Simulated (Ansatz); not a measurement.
# wurtzite GaN: the defect Ga_N

Level of theory: PBE, PAW (plane waves to 420 eV; Ansatz, an electronic-structure program). A supercell of 192 sites (4×2×3 repeats of a cell of 8 atoms) was used; the energies come from a 2×2×2 shifted sampling of its zone. Site at the start: the N site. Energies of charged states are corrected for periodic images (point charge plus alignment at distant sites). Dielectric constants: PBE linear response of the host. Host gap at this level: 1.71 eV. A cell of this size leaves errors of a few tenths of an eV. The semilocal functional narrows the gap, so deep levels can fall outside it. Spin–orbit coupling is left out. Each state is the lowest found from its start.

Formation energies E_f are given with the Fermi level at the valence-band maximum. Chemical conditions: Ga-rich (Δμ(Ga) = 0.00 eV, Δμ(N) = -0.88 eV; only phases computed here count, gases as isolated molecules at 0 K); N-rich (Δμ(Ga) = -0.88 eV, Δμ(N) = 0.00 eV; only phases computed here count, gases as isolated molecules at 0 K). Reference phases: Ga: alpha gallium, N: N2 molecule in a box.

Charges with a result: +4, +3, +2, +1, 0. Others weren't obtained, and one of them could lie lower, also by skipping a charge.

```json
[
 {"charge": "+4", "moment (μB)": "not spin-polarised", "largest move off a lattice site (Å)": "1.08", "image correction with alignment (eV)": "2.23", "E_f, Ga-rich (eV)": "2.88", "E_f, N-rich (eV)": "4.65", "above the lowest spin state (eV)": "0.00"},
 {"charge": "+3", "moment (μB)": "1.0", "largest move off a lattice site (Å)": "0.67", "image correction with alignment (eV)": "1.35", "E_f, Ga-rich (eV)": "3.37", "E_f, N-rich (eV)": "5.13", "above the lowest spin state (eV)": "0.00"},
 {"charge": "+2", "moment (μB)": "2.0", "largest move off a lattice site (Å)": "0.52", "image correction with alignment (eV)": "0.65", "E_f, Ga-rich (eV)": "3.63", "E_f, N-rich (eV)": "5.40", "above the lowest spin state (eV)": "0.00"},
 {"charge": "+2", "moment (μB)": "not spin-polarised", "largest move off a lattice site (Å)": "0.48", "image correction with alignment (eV)": "0.65", "E_f, Ga-rich (eV)": "3.79", "E_f, N-rich (eV)": "5.56", "above the lowest spin state (eV)": "0.16"},
 {"charge": "+1", "moment (μB)": "3.0", "largest move off a lattice site (Å)": "0.44", "image correction with alignment (eV)": "0.19", "E_f, Ga-rich (eV)": "4.26", "E_f, N-rich (eV)": "6.02", "above the lowest spin state (eV)": "0.00"},
 {"charge": "0", "moment (μB)": "2.0", "largest move off a lattice site (Å)": "0.35", "image correction with alignment (eV)": "0.00", "E_f, Ga-rich (eV)": "5.61", "E_f, N-rich (eV)": "7.38", "above the lowest spin state (eV)": "0.00"},
 {"charge": "0", "moment (μB)": "not spin-polarised", "largest move off a lattice site (Å)": "0.39", "image correction with alignment (eV)": "0.00", "E_f, Ga-rich (eV)": "5.69", "E_f, N-rich (eV)": "7.46", "above the lowest spin state (eV)": "0.08"}
]
```

Starting moments that weren't kept: charge +1 began with 1 μB and ended with 3.0.

Transition levels above the valence-band maximum: ε(+4/+3) = 0.49 eV; ε(+3/+2) = 0.26 eV; ε(+2/+1) = 0.63 eV; ε(+1/0) = 1.36 eV. On the lower envelope of the bound states, inside the gap: (+4/+2) at 0.38 eV; (+2/+1) at 0.63 eV; (+1/0) at 1.36 eV; the others aren't thermodynamic.

Flagged in the runs: a host whose relaxation on this sampling wasn't shown to rest, a strain field that reaches the edge of the cell.
